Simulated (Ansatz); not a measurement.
TbRh2 (Fd-3m, No. 227), treated with r²SCAN (PAW; Ansatz, an electronic-structure program).

Run with plane-wave cutoff 500 eV, 14×14×14 k mesh, Fermi–Dirac smearing 0.1 eV, spin-polarised start, scalar-relativistic PAW data made under PBE.

Computed at the level's own relaxed cell.

Task: Estimate the equilibrium volume per atom and lattice constant a that the calculation returns.

Result: 
* **equilibrium volume per atom**: 17.55 Å³/atom
* **lattice constant a**: 7.495 Å

Note: the magnetic order was assumed, not searched for or taken from measurement; the 4f shell is treated without U or exact exchange, so its levels and filling can be wrong.

Spin–orbit coupling is not included.

Static lattice: no zero-point or thermal effects.
